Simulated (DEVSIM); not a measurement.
System: Schottky contact on n-type Ge, at 300 K.

| layer (left to right) | material | thickness (μm) | Nd (cm⁻³) | τn (s) | τp (s) |
|---|---|---|---|---|---|
| 1 | Ge | 8.90 | 3.3e14 | 2.5e-6 | 2.5e-6 |

Left contact: Schottky, work function 4.3 eV, emission velocity 7.6e6 cm/s. Right contact: ohmic. Voltage is applied to the left contact. Recombination: SRH at mid-gap, radiative. Mobility is μmin + (μ − μmin)/(1 + (N/Nref)^α).

The device is made up for the run: typed textbook-type constants, with dimensions and the other settings drawn at random. Values at 300 K.

```csv
parameter,Ge
gap (eV),0.664
affinity (eV),4
permittivity,16
Nc (cm⁻³),1.04e19
Nv (cm⁻³),6e18
μn (cm²/Vs),3900
μp (cm²/Vs),1900
"μn,min",150
"μp,min",100
"Nref,n",2.6e17
"Nref,p",4e17
αn,0.56
αp,0.6
B (cm³/s),6.4e-14
```

DEVSIM, 1D drift-diffusion, Boltzmann statistics, complete ionisation; no tunnelling, impact ionisation, image-force lowering or self-heating. Metal contacts follow the ideal Schottky-Mott rule: no Fermi-level pinning, no interface dipoles.

Task: Tabulate band edges, carrier densities and field at 1.15 V on the left contact.

Result: Energies count from the Fermi level of the right contact; mesh points crowd at the junctions.

| x (μm) | Ec (eV) | Ev (eV) | n (cm⁻³) | p (cm⁻³) | field (V/cm) |
|---|---|---|---|---|---|
| 0.000 | -0.850 | -1.514 | 3.0e14 | 3.5e12 | 1200 |
| 0.01359 | -0.848 | -1.512 | 3.1e14 | 3.5e12 | 1200 |
| 0.03482 | -0.846 | -1.510 | 3.1e14 | 3.5e12 | 1200 |
| 0.07183 | -0.841 | -1.505 | 3.2e14 | 3.5e12 | 1200 |
| 0.1523 | -0.831 | -1.495 | 3.2e14 | 3.5e12 | 1200 |
| 0.2516 | -0.819 | -1.483 | 3.3e14 | 3.5e12 | 1200 |
| 0.4069 | -0.800 | -1.464 | 3.3e14 | 3.5e12 | 1300 |
| 0.7682 | -0.754 | -1.418 | 3.3e14 | 3.5e12 | 1300 |
| 1.214 | -0.698 | -1.362 | 3.3e14 | 3.5e12 | 1300 |
| 1.911 | -0.611 | -1.275 | 3.3e14 | 3.5e12 | 1300 |
| 3.127 | -0.458 | -1.122 | 3.3e14 | 3.5e12 | 1300 |
| 5.417 | -0.170 | -0.834 | 3.3e14 | 3.5e12 | 1300 |
| 6.680 | -0.012 | -0.676 | 3.3e14 | 3.5e12 | 1300 |
| 7.489 | 0.090 | -0.574 | 3.3e14 | 3.5e12 | 1300 |
| 8.143 | 0.172 | -0.492 | 3.3e14 | 3.4e12 | 1300 |
| 8.425 | 0.208 | -0.456 | 3.3e14 | 3.2e12 | 1300 |
| 8.604 | 0.230 | -0.434 | 3.3e14 | 2.9e12 | 1300 |
| 8.728 | 0.246 | -0.418 | 3.3e14 | 2.5e12 | 1300 |
| 8.817 | 0.257 | -0.407 | 3.3e14 | 2.0e12 | 1300 |
| 8.856 | 0.262 | -0.402 | 3.3e14 | 1.7e12 | 1300 |
| 8.880 | 0.265 | -0.399 | 3.3e14 | 1.5e12 | 1300 |
| 8.900 | 0.268 | -0.396 | 3.3e14 | 1.3e12 | 1300 |
